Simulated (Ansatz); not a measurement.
Base system: PbTe in the rock salt structure (space group Fm-3m, No. 225; a = 6.380 Å).

The values are results of LDA (Ansatz, an electronic-structure program, PAW, no SOC), not measurements.

Strains are applied to the cell and any free atomic positions relax.

One change was made to it. Results:

The energy goes up by 4.6 meV/atom; the hole mass becomes 0.29 mₑ along k, 0.057 mₑ across (at L) (base: 0.33 mₑ along k, 0.065 mₑ across (at L)); the electron mass changes from 0.24 mₑ along k, 0.095 mₑ across (at L) to 0.21 mₑ along k, 0.094 mₑ across (at L); the band gap shrinks by 0.07 eV to 0.50 eV.

**Question.** Which of these changes matches the shifts?
A. isotropic strain −1.50 %
B. isotropic strain −0.50 %
C. isotropic strain +2.00 %
D. isotropic strain −1.00 %

**Answer.** D, isotropic strain −1.00 %. For comparison, the energy relative to the base in the other runs: isotropic strain −1.50 % gives +11 meV/atom; isotropic strain −0.50 % gives +1.1 meV/atom; isotropic strain +2.00 % gives +17 meV/atom.

With Pb and Te present, leaving out spin-orbit coupling can change the band edges. Masses are band curvatures over ±0.01 Å⁻¹ around the edge. Along k means along the line from Γ to the band edge. Stability against distortions was not tested.
